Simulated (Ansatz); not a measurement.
Start from MgF2 in the rutile structure (space group P4_2/mnm, No. 136).

```yaml
crystal:
  lattice:
    - [4.62599, 0.00000, 0.00000]
    - [0.00000, 4.62599, 0.00000]
    - [0.00000, 0.00000, 3.04917]
  atoms:
    - { symbol: Mg, position: [0.50000, 0.50000, 0.50000] }
    - { symbol: Mg, position: [0.00000, 0.00000, 0.00000] }
    - { symbol: F, position: [0.69708, 0.69708, 0.00000] }
    - { symbol: F, position: [0.30292, 0.30292, 0.00000] }
    - { symbol: F, position: [0.80292, 0.19708, 0.50000] }
    - { symbol: F, position: [0.19708, 0.80292, 0.50000] }
```

Computed with r2SCAN (Ansatz, a first-principles code, PAW, no SOC), earlier PAW set.

For the base:

| Item | Value |
|---|---|
| Band gap | 8.06 eV |
| Valence-band top at Γ | 0.00, -0.32, -0.32 eV |
| Gap character | direct at Γ |

Now apply this change: a hydrostatic pressure of 15 GPa.

Q: Estimate the effect on the band gap, valence-band top at Γ and gap character.

A: The band gap goes up by 0.82 eV, from 8.06 eV to 8.88 eV; the valence-band top at Γ (three highest levels, from the VBM) becomes 0.00, -0.33, -0.33 eV (base: 0.00, -0.32, -0.32 eV); the gap character is still direct at Γ.

Load acts through the strain it causes; cell and atoms are relaxed under it. Stability against distortions was not tested. No other phases were tried under pressure.
